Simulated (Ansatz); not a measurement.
An Ansatz (a first-principles code) input (PBEsol, PAW, 420 eV (Ansatz; spin-orbit coupling left out)):

Ansatz 0.2 input:
```yaml
crystal:
  lattice:
    - [3.3006396164, 0, 0]
    - [-1.6503198082, 2.8584377565, 0]
    - [0, 0, 5.7878514474]
  atoms:
    - { symbol: Ca, position: [0, 0, 0] }
    - { symbol: Ca, position: [0, 0, 0.5] }
    - { symbol: O, position: [0.3333333333, 0.6666666667, 0.25] }
    - { symbol: O, position: [0.6666666667, 0.3333333333, 0.75] }
basis: { ecutwfc: 420, ecutrho_ratio: 4, xc_grid: 2, fft_grid_basis: typed }
kpoints: { mp_grid: { grid: [11, 11, 6] } }
hamiltonian:
  xc: pbesol
  dispersion: none
  pseudopotentials: { kind: paw }
scf: { occupations: { method: fermi_dirac, width: 0.05 }, convergence: { dr2_threshold: 0.0000000004 } }
output: { forces: true, stress: true }
```

Question: Which symmetry and how many k-points will the program report, and about how many plane waves at Γ?

Answer: Space group P63/mmc (ITA 194) with 24 operations, k-points 64 of 726, and 1087 plane waves at Γ.

Stability against distortions was not tested. The cell is CaO in the NiAs type structure (space group P6_3/mmc, No. 194; a model cell, its experimental status unchecked). This is not the structure that CaO has at room temperature and ambient pressure.
